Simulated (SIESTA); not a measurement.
Band structure of LiBr (Fm-3m, 2 atoms in the cell).

```
LiBr
1.0
    0.00000     2.75999     2.75999
    2.75999     0.00000     2.75999
    2.75999     2.75999     0.00000
Li Br
1 1
Cartesian
  0.00000   0.00000   0.00000
  2.75999   2.75999   2.75999
```

Level of theory: GGA PBE, numerical atomic orbitals DZP, PseudoDojo PBE standard norm-conserving potentials (rewritten from UPF to PSML) in SIESTA.

Settings: XC.functional = GGA; XC.authors = PBE; potentials = PseudoDojo PBE standard; PAO.BasisSize = DZP; PAO.EnergyShift = 0.01 Ry; MeshCutoff = 350 Ry; kgrid.MonkhorstPack = 10 10 10; OccupationFunction = FD; ElectronicTemperature = 232.09 K; PAO.Polarization.NonPerturbative = true; MaxSCFIterations = 150; SCF.Mixer.Method = Broyden; SCF.Mixer.Weight = 0.2; SCF.Mixer.History = 6.

The starting cell comes from a database of computed structures (which also holds hypothetical and non-ambient phases and stackings), without a prior relaxation at this level. Its lattice was rescaled by a random factor within 2.5 % of one. Values carry the incompleteness of an atom-centred basis.

### Question
Predict the gap along the standard path and the places of the band edges.

### Answer
The gap along the path is 5.12 eV, direct at Γ to within 0.01 eV.

Levels in eV from the top of the valence band on the path, bands 2 to 6:
```
point       2      3      4      5     6
-----  ------  -----  -----  -----  ----
Γ      -13.40  -0.01  -0.01  -0.01  5.12
X      -12.71  -2.87  -1.12  -1.12  6.67
W      -12.73  -2.13  -2.13  -1.11  8.31
K      -12.74  -2.48  -1.82  -0.85  6.98
L      -12.93  -2.85  -0.24  -0.24  5.83
U      -12.74  -2.48  -1.82  -0.85  6.98
```

Higher empty bands are left out: an atom-centred basis made for the valence describes them poorly.
